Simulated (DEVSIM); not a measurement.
System: abrupt Si p-n junction, at 300 K.

| layer (left to right) | material | thickness (μm) | Nd (cm⁻³) | Na (cm⁻³) | τn (s) | τp (s) |
|---|---|---|---|---|---|---|
| 1 | Si | 40.0 | - | 3e16 | 8.6e-7 | 8.6e-7 |
| 2 | Si | 3.20 | 2.6e14 | - | 8.6e-7 | 8.6e-7 |

Left contact: ohmic. Right contact: ohmic. Voltage is applied to the left contact. Recombination: SRH at mid-gap. Mobility is μmin + (μ − μmin)/(1 + (N/Nref)^α).

This is a model device: material constants are rounded textbook-type values typed into the input, and sizes, dopings and lifetimes were drawn at random. Values at 300 K.

```tsv
parameter	Si
gap (eV)	1.124
affinity (eV)	4.05
permittivity	11.7
Nc (cm⁻³)	2.86e19
Nv (cm⁻³)	3.1e19
μn (cm²/Vs)	1417
μp (cm²/Vs)	470
μn,min	52
μp,min	45
Nref,n	9.7e16
Nref,p	2.2e17
αn	0.68
αp	0.72
```

DEVSIM, 1D drift-diffusion, Boltzmann statistics, complete ionisation; no tunnelling, impact ionisation, image-force lowering or self-heating.

The thickness of layer 2 was swept, all else fixed.

```json
[
 {"thickness of layer 2 (μm)": "0.64", "dark forward voltage at 1 A/cm² (V)": "0.433", "dark forward voltage at 100 A/cm² (V)": "0.830", "largest field in the device at zero bias (V/cm)": "13000"},
 {"thickness of layer 2 (μm)": "1.1", "dark forward voltage at 1 A/cm² (V)": "0.468", "dark forward voltage at 100 A/cm² (V)": "0.856", "largest field in the device at zero bias (V/cm)": "11000"},
 {"thickness of layer 2 (μm)": "1.9", "dark forward voltage at 1 A/cm² (V)": "0.495", "dark forward voltage at 100 A/cm² (V)": "0.875", "largest field in the device at zero bias (V/cm)": "11000"},
 {"thickness of layer 2 (μm)": "3.2", "dark forward voltage at 1 A/cm² (V)": "0.516", "dark forward voltage at 100 A/cm² (V)": "0.884", "largest field in the device at zero bias (V/cm)": "11000"},
 {"thickness of layer 2 (μm)": "5.4", "dark forward voltage at 1 A/cm² (V)": "0.534", "dark forward voltage at 100 A/cm² (V)": "0.890", "largest field in the device at zero bias (V/cm)": "11000"},
 {"thickness of layer 2 (μm)": "9.6", "dark forward voltage at 1 A/cm² (V)": "0.554", "dark forward voltage at 100 A/cm² (V)": "0.899", "largest field in the device at zero bias (V/cm)": "11000"},
 {"thickness of layer 2 (μm)": "16", "dark forward voltage at 1 A/cm² (V)": "0.573", "dark forward voltage at 100 A/cm² (V)": "0.920", "largest field in the device at zero bias (V/cm)": "11000"}
]
```

From the first row to the last the dark forward voltage at 1 A/cm² goes from 0.433 to 0.573. From the first row to the last the dark forward voltage at 100 A/cm² goes from 0.830 to 0.920.
